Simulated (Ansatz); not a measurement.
Computed paths: C-vacancy pair in rock-salt TiN, neutral cell

Defect: C-vacancy pair (C on one host N site, one N site vacant) in rock-salt TiN, neutral cell. All values below come from PBE, PAW (plane waves to 420 eV; Ansatz, a first-principles code).

Cell of 64 host sites held at the relaxed PBE lattice; a 2×2×2 k-point mesh shifted by half a step; Fermi-Dirac width 0.10 eV, spin-restricted; finite-size errors left in. Static, classical nuclei. Forms of the defect that were not tried may lie lower. The order of the sites in energy changes with the mesh.

Barriers: single points on a 4×4×4 k-point mesh shifted by half a step at the bands' geometries (they differ from the bands' own by up to 0.07 eV, and are uncertain by about as much).

```csv
Route,Start site over the lowest site run (eV),Hop (Å),Forward barrier (eV),Backward barrier (eV),Neighbours at the start,Neighbours at the saddle,Saddle order,"Forward, on the band's own sampling (eV)"
one N atom jumps into the vacancy from a nearby N site (C-vacancy distance between ideal sites 3.00 → 5.20 Å),0.00,2.98,3.58,3.55,"2 Ti at 2.09, 2 Ti at 2.12, 2 Ti at 2.13 Å",2 Ti at 1.80 Å,not checked,3.51
the C atom itself jumps into the vacancy (C-vacancy distance between ideal sites 3.00 Å throughout),0.00,2.97,4.12,4.12,"2 Ti at 2.07, 4 Ti at 2.12 Å","2 Ti at 1.87, 4 Ti at 2.42 Å","not checked, on a symmetry element",4.11
```

Paths come from nudged elastic bands with a climbing image. Of the routes that converged and passed our checks, the lowest saddle point lies 3.58 eV above the lowest of the sites run (one N atom jumps into the vacancy from a nearby N site (C-vacancy distance between ideal sites 3.00 → 5.20 Å)); other sites, such as split forms, and other routes may lie lower. A band can be held on a symmetry element, so unchecked saddle points there may be too high.
